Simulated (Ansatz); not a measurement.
The reference is GeSe in the GeS type structure (space group Pnma, No. 62; a = 10.9616 Å, b = 3.8761 Å, c = 4.4314 Å; layered, stacked along the Cartesian x axis). Axes: x, y, z lie along a, b, c of the conventional cell.

Structures relaxed with PBE-D3(BJ), PAW, 420 eV (Ansatz, an electronic-structure program; scalar-relativistic without spin-orbit coupling), earlier PAW set.

Base:

Simulated powder pattern, Cu Kα1, λ = 1.54056 Å (kinematic, ideal powder, no thermal factors, no anomalous dispersion; the 10 strongest lines at most, above 2 %, up to 2θ = 90°):

| 2θ (°) | I/Imax (%) | hkl |
|---|---|---|
| 25.83 | 18 | (201) |
| 30.62 | 12 | (011) |
| 31.71 | 100 | (111) |
| 32.65 | 43 | (400) |
| 39.49 | 26 | (311) |
| 46.84 | 18 | (020) |
| 47.98 | 12 | (302) |
| 50.22 | 11 | (212) |
| 52.14 | 29 | (511) |
| 58.26 | 16 | (420) |

After one change:

Simulated powder pattern, Cu Kα1, λ = 1.54056 Å (kinematic, ideal powder, no thermal factors, no anomalous dispersion; the 10 strongest lines at most, above 2 %, up to 2θ = 90°):

```
2θ (°)  I/Imax (%)
------  ----------
25.48           18
30.62           15
31.48           48
31.64          100
38.94           22
44.49           10
46.84           18
50.02           12
50.91           36
57.53           17
```

**Question.** What was done to the base?
(A) uniaxial strain ε_xx = +3.61 %
(B) biaxial strain +2.80 %, plane normal [001], relaxed out of plane
(C) biaxial strain +0.24 %, plane normal [001], relaxed out of plane
(D) biaxial strain −2.32 %, plane normal [001], relaxed out of plane

**Answer.** A, uniaxial strain ε_xx = +3.61 %. Its volume per atom is 24.39 Å³ against 23.54 Å³, and its space group is Pnma (No. 62).

Stability against distortions was not tested. The D3 term's C6 switches between coordination references near this geometry, which can add small steps to energies.
